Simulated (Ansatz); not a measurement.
The parent structure is MgSe in the rock salt structure (space group Fm-3m, No. 225; a = 5.450 Å). Axes: x, y, z lie along the cube axes.

The values are results of PBEsol (Ansatz, a quantum-chemistry and plane-wave program; PAW; 420 eV plane waves; spin-orbit coupling left out), not measurements.

Before the change:

```
Property                            Result
---------------------  -------------------
Band gap                           1.78 eV
Valence-band top at Γ  0.00, 0.00, 0.00 eV
```

One thing is altered: the cell is compressed by 2.50 % along z with no lateral relaxation, atoms relaxed at fixed cell.

Problem. Estimate the effect on the band gap.

Solution. The band gap decreases by 0.08 eV (1.78 eV → 1.70 eV).

Problem. Estimate the effect on the valence-band top at Γ.

Solution. The valence-band top at Γ (three highest levels, from the VBM) goes from 0.00, 0.00, 0.00 eV to 0.00, 0.00, -0.13 eV.

Problem. Predict the new energy relative to the base.

Solution. The energy grows by 5.5 meV/atom.

Problem. Predict the new stress.

Solution. The stress (xx, yy, zz, yz, xz, xy; compression positive) amounts to (0.90, 0.90, 3.67, 0.00, 0.00, 0.00) GPa.

The cells carry an imposed strain or load. Stability against distortions was not tested.
